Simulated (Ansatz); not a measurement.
Reference: C (Fd-3m), r2SCAN, rigid bands (plane waves, PAW, scalar-relativistic; Ansatz, a program for electronic structure); axes and stresses refer to this cell.

```
CELL_PARAMETERS angstrom
      0.00000     1.77690     1.77690
      1.77690     0.00000     1.77690
      1.77690     1.77690     0.00000
ATOMIC_POSITIONS crystal
  C  0.00000 0.00000 0.00000
  C  0.25000 0.25000 0.25000
```

Seebeck coefficient, n-type 1e19 cm⁻³: -359 μV/K
hole conductivity mass: 0.46 mₑ
electron conductivity mass: 0.39 mₑ

Task: Change: biaxial stress in (001) of -44 GPa (compression positive). What happens to Seebeck coefficient, n-type 1e19 cm⁻³, hole conductivity mass, electron conductivity mass?

Result: Seebeck coefficient, n-type 1e19 cm⁻³ decreases in size to -262 μV/K; hole conductivity mass falls to 0.33 mₑ; electron conductivity mass moves little, to 0.38 mₑ.

Task: Change: biaxial stress in (110) of 22 GPa (compression positive). What happens to Seebeck coefficient, n-type 1e19 cm⁻³, hole conductivity mass, electron conductivity mass?

Result: Seebeck coefficient, n-type 1e19 cm⁻³ shrinks in size to -272 μV/K; hole conductivity mass drops to 0.41 mₑ; electron conductivity mass moves little, to 0.39 mₑ.

Task: Change: biaxial stress in (111) of -44 GPa (compression positive). What happens to Seebeck coefficient, n-type 1e19 cm⁻³, hole conductivity mass, electron conductivity mass?

Result: Seebeck coefficient, n-type 1e19 cm⁻³ rises in size to -376 μV/K; hole conductivity mass decreases to 0.44 mₑ; electron conductivity mass grows to 0.40 mₑ.

Task: Change: uniaxial stress along [001] of -11 GPa (compression positive). What happens to Seebeck coefficient, n-type 1e19 cm⁻³, hole conductivity mass, electron conductivity mass?

Result: Seebeck coefficient, n-type 1e19 cm⁻³ decreases in size to -324 μV/K; hole conductivity mass drops to 0.42 mₑ; electron conductivity mass moves little, to 0.39 mₑ.

Task: Change: uniaxial stress along [111] of -77 GPa (compression positive). What happens to Seebeck coefficient, n-type 1e19 cm⁻³, hole conductivity mass, electron conductivity mass?

Result: Seebeck coefficient, n-type 1e19 cm⁻³ decreases in size to -162 μV/K; hole conductivity mass drops to 0.21 mₑ; electron conductivity mass falls to 0.193 mₑ.

Task: Change: uniaxial stress along [111] of 11 GPa (compression positive). What happens to Seebeck coefficient, n-type 1e19 cm⁻³, hole conductivity mass, electron conductivity mass?

Result: Seebeck coefficient, n-type 1e19 cm⁻³ moves little, to -360 μV/K; hole conductivity mass moves little, to 0.45 mₑ; electron conductivity mass moves little, to 0.39 mₑ.

Masses are for dilute carriers at 300 K, harmonic means over directions unless an axis is named. Seebeck coefficients are for the stated density at 300 K, with one relaxation time for all states and whether or not that doping can be reached. Spin-orbit coupling is left out unless a row names it. Stresses and pressures are the targets of the relaxation.  The structure type is held under load, also where the real crystal would transform.
